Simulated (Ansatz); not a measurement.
The reference is CdSiP₂ in the chalcopyrite structure (space group I-42d, No. 122; a = 5.724 Å, c = 10.582 Å).

Method: PBE/PAW in Ansatz (a program for electronic structure), no SOC.

Base values:

The gap between the host's bands is 1.42 eV and the gap character comes out as direct at Γ.

Now apply this change: hole doping at 1.0×10^22 cm⁻³ (1.73 per cell), with a uniform compensating background at fixed cell and a 300 K Fermi–Dirac width.

Task: What does the calculation give for the Fermi level from band edge after the change?

Result: The Fermi level relative to the doped band's edge (positive inside the band; to 0.05 eV) comes out as +0.50 eV.

Task: What does the calculation give for the largest internal atomic displacement after the change?

Result: The largest internal atomic displacement amounts to 0.021 Å.

Task: How does this affect the gap between the host's bands?

Result: The gap between the host's bands grows by 0.27 eV, from 1.42 eV to 1.69 eV.

Task: Estimate the effect on the gap character.

Result: The gap character is still direct at Γ.

Charged cell with a jellium background: band edges are those of the host's band count, energies are not comparable with the neutral cell, and many-body gap narrowing is missing. Stability against distortions was not tested.
